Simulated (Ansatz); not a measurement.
Consider Al-vacancy pair (Al on one host Nb site, one Nb site vacant) in bcc Nb, neutral cell. The step: the Al atom itself jumps into the vacancy (Al-vacancy distance between ideal sites 2.87 Å throughout); the atom moves 2.61 Å along (0.46, 0.46, 0.45) of the unit cell; the moving atom starts with neighbours 4 Nb at 2.89, 2 Nb at 2.91, Nb at 2.96, 2 Nb at 3.13, Nb at 3.15, 2 Nb at 3.35, Nb at 3.47 Å and ends with 4 Nb at 2.89, 2 Nb at 2.91, Nb at 2.96, 2 Nb at 3.13, Nb at 3.15, 2 Nb at 3.35, Nb at 3.47 Å. DFT values are from Ansatz (plane-wave PAW, 420 eV unless said) in a cell of 36 host sites, spin-restricted, static, with no finite-size correction. Forms of the defect that were not tried may lie lower. The start lies 0.17 eV above the lowest site run (PBE). For the PBE band: the saddle point's order was not checked, and it lies on a symmetry element of the cell, where a band can be held.

| Level | Forward barrier (eV) | Cost of the band or of the saddle's single point |
|---|---|---|
| CHGNet universal potential (has no charge state), its own band | 0.52 | - |
| PBE, a 2×2×3 k-point mesh shifted by half a step, band relaxed | 0.64 | roughly 40 core-minutes |
| PBE, a 3×3×4 k-point mesh shifted by half a step, same geometries | 0.64 | very roughly 5 core-minutes |
| r2SCAN at 500 eV, a 2×2×3 k-point mesh shifted by half a step, same geometries | ? | roughly 4 core-minutes |

Task: What belongs in the gaps?

Result: 
- r2SCAN at 500 eV, a 2×2×3 k-point mesh shifted by half a step, same geometries, Forward barrier (eV): 0.77

Ansatz is an electronic-structure program.
